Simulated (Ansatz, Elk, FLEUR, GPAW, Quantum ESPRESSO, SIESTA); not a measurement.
# Code comparison for Fe3Rh (Fm-3m, 4 atoms in the cell)

Self-consistent single point, at a second geometry (lattice scaled by 0.98). First geometry:

```xyz
4
Lattice="0.0000 2.9565 2.9565 2.9565 0.0000 2.9565 2.9565 2.9565 0.0000" Properties=species:S:1:pos:R:3 pbc="T T T"
Fe     4.4347     4.4347     4.4347
Fe     1.4782     1.4782     1.4782
Fe     0.0000     0.0000     0.0000
Rh     2.9565     2.9565     2.9565
```
Moments meant for the start (each program seeds them in its own way; μB, in the order of the atoms Fe Fe Fe Rh): 4.0 4.0 4.0 1.0.

Shared settings, as Ansatz (an electronic-structure program) writes them: kpoints.mp_grid.grid = 8 8 8; scf.occupations.method = gaussian; scf.occupations.width = 0.272 eV. Potentials and cutoffs stand in the table.

```csv
code,model,ΔF from the first geometry (meV/atom),pressure (GPa),size of the net moment (μB/atom),cutoff
Ansatz,"PBEsol, PAW files made with PBE",-30.0,-0.82,2.22,default
SIESTA,"GGA PBEsol, numerical atomic orbitals DZP, PseudoDojo PBEsol standard norm-conserving potentials (rewritten from UPF to PSML)",-32.4,-0.94,2.27,grid 350 Ry
Quantum ESPRESSO,"PBEsol, GBRV 1.5 ultrasoft (PBESOL) pseudopotentials",-26.2,0.14,2.26,50 Ry
GPAW,"PBEsol, GPAW PAW datasets PBEsol (made by gpaw-setup)",-20.4,1.23,2.22,850 eV
FLEUR,"PBEsol, all-electron FLAPW (FLEUR), scalar-relativistic valence",–,–,2.22,Kmax 3.6 1/bohr
Elk,"PBEsol, all-electron FP-LAPW, Elk's shipped species files, APW+lo basis with extra local orbitals",–,–,2.22,rgkmax 8
```

A dash marks a value that a program does not give, or that is left out as unsure.

On Ansatz's run: the magnetic order is the one reached from the typed start; others were not searched systematically.

The spread over the programs that give each value: ΔF from the first geometry within 12.0 meV/atom; pressure within 2.17 GPa; size of the net moment within 0.05 μB/atom.

SIESTA uses small atom-centred bases, whose incompleteness enters pressures, forces and empty levels differently from a plane-wave cutoff. FLEUR and Elk treat all electrons, but the usual bases taken here (sphere radii, linearisation, local orbitals, empty states) were not tested for convergence, so the values are no reference for the others. Ansatz's pressure is given at a fixed set of plane waves, as the other plane-wave codes print theirs; with its correction for the finite basis it is -0.65 GPa. In the pressure, SIESTA (by 1.08) and GPAW (by 1.09) lie more than 1 GPa from the median of the plane-wave programs.

The starting cell comes from a database of computed structures (which also holds hypothetical and non-ambient phases and stackings), without a prior relaxation at this level. Its lattice was rescaled by a random factor within 2.5 % of one. For this run, on top of that: lattice scaled by 0.98.

Keys are those of Ansatz 0.2.
